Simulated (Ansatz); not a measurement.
Consider Hf in the hcp (Mg type) structure (space group P6_3/mmc, No. 194; a = 3.1591 Å, c = 4.9999 Å).

The change: Sc takes the place of Hf on all its sites; the structure is relaxed again.

Levels (all Ansatz, a program for electronic structure, PAW): PBEsol (420 eV, no spin-orbit coupling); r2SCAN (500 eV, no spin-orbit coupling).

The geometry is relaxed with PBEsol.

```
Quantity          Result
---------------  -------
PBEsol pressure  0.0 GPa
```

Question: Predict the pressure from r2SCAN.

Answer: The pressure goes from zero to 3.1 GPa.

Single points use the geometry relaxed with PBEsol. Their cutoffs differ, which shifts pressures a little. Stability against distortions was not tested. The final runs are not spin-polarised.
